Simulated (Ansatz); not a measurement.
AlN: isotropic strain +1.50 %

The parent structure is AlN in the zinc blende structure (space group F-43m, No. 216; a = 4.342 Å).

Now apply this change: the cell is scaled by 1.0150 in all directions; the atoms relax in the strained cell.

Level of theory: LDA (Ansatz, a quantum-chemistry and plane-wave program, PAW, no spin-orbit coupling). Γ-centred 13×13×13 mesh, Fermi–Dirac width 0.05 eV.

The volume per atom increases by 0.47 Å³ to 10.70 Å³ and the shortest interatomic distance goes up by 0.053 bohr to 3.606 bohr. The energy goes up by 13 meV/atom and the pressure goes from zero to -8.60 GPa. The band gap falls by 0.02 eV (3.25 eV → 3.23 eV) and the gap character stays indirect, Γ → X. The mean gap deformation potential ΔEg/Δln V amounts to -0.5 eV and the width of the top valence band decreases by 0.10 eV, from 2.76 eV to 2.66 eV. The electron mass changes from 0.52 mₑ along k, 0.32 mₑ across (at X) to 0.53 mₑ along k, 0.32 mₑ across (at X) and the valley order (the lowest conduction-band minima on the path, energy above the VBM, named in the base's zone) goes from X along ⟨100⟩ 3.25 eV; Γ 4.39 eV to X along ⟨100⟩ 3.23 eV; Γ 3.99 eV.

Final structure:

```
AlN
1.0
    0.00000     2.20370     2.20370
    2.20370     0.00000     2.20370
    2.20370     2.20370     0.00000
Al N
1 1
Direct
  0.00000   0.00000   0.00000
  0.25000   0.25000   0.25000
```

Cost of the whole job for the changed cell (relaxation, final SCF and bands): very roughly 2.8 core-seconds.

Masses are band curvatures over ±0.01 Å⁻¹ around the edge. Along k means along the line from Γ to the band edge. Stability against distortions was not tested. This is not the structure that AlN has at room temperature and ambient pressure.
